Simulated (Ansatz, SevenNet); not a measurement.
AlB2-type ZrB₂: properties by level of theory

Reference values: lattice constant a 3.17 Å (measured, room temperature, no zero-point or thermal correction; as tabulated in Zhang et al. (2020), arXiv:1911.03307); lattice parameter c 3.532 Å (measured, room temperature, no zero-point or thermal correction; as tabulated in Zhang et al. (2020), arXiv:1911.03307).

```
level (code)                   lattice parameter a (Å)  lattice parameter c (Å)
-----------------------------  -----------------------  -----------------------
SevenNet-0                                       3.181                    3.545
SevenNet-l3i5                                    3.177                    3.555
PBE-D3(BJ) (Ansatz)                              3.145                    3.509
PBEsol-D3(BJ) (Ansatz)                           3.131                    3.474
B3LYP (VWN-RPA form) (Ansatz)                    3.168                    3.583
r²SCANh (Ansatz)                                 3.163                    3.544
```

Differences from the reference values (errors of the level alone only where the reference is corrected to a static lattice):

```
level                 lattice constant a (%)  lattice parameter c (%)
--------------------  ----------------------  -----------------------
SevenNet-0                             +0.35                    +0.37
SevenNet-l3i5                          +0.22                    +0.65
PBE-D3(BJ)                             -0.79                    -0.65
PBEsol-D3(BJ)                          -1.23                    -1.64
B3LYP (VWN-RPA form)                   -0.06                    +1.44
r²SCANh                                -0.22                    +0.34
```

Nearest: lattice constant a, not ranked (reference at room or unstated temperature); lattice parameter c, not ranked (reference at room or unstated temperature).

Machine-learned potentials (SevenNet-0, SevenNet-l3i5) are trained on DFT data: a solid inside that data is no test of them.

Ansatz's density-functional and Hartree–Fock values are scalar-relativistic unless marked +SOC, with PAW data made under PBE.

Differences are worked out from the printed values.

The computed numbers hold no vibrational or temperature effects.

Ansatz is a program for electronic structure.
